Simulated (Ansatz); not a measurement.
# A computed series for Cu: response to strain

Start from Cu in the fcc (Cu type) structure (space group Fm-3m, No. 225).

```yaml
crystal:
  lattice:
    - [0.00000, 1.78189, 1.78189]
    - [1.78189, 0.00000, 1.78189]
    - [1.78189, 1.78189, 0.00000]
  atoms:
    - { symbol: Cu, position: [0.00000, 0.00000, 0.00000] }
```

Cartesian axes are those of the cell as printed.

Strains are applied to the cell and any free atomic positions relax.

All numbers come from PBEsol (Ansatz, a program for electronic structure), without spin-orbit coupling.

Candidates:
(a) isotropic strain +1.32 %
(b) uniaxial strain ε_zz = −4.66 %
(c) uniaxial strain ε_yy = +0.57 %

Notes on the quantities. energy relative to the base: free energy F.

Question: Order them by energy relative to the base, lowest first.

Answer: (c) uniaxial strain ε_yy = +0.57 % (+0.2 meV/atom), (a) isotropic strain +1.32 % (+8.9 meV/atom), (b) uniaxial strain ε_zz = −4.66 % (+18 meV/atom)

Without a gap, meshes like the base's 22×22×22 leave anisotropic stresses uncertain by several tenths of a GPa, and small strain energies with them. Stability against distortions was not tested. All final runs are without spin polarisation.
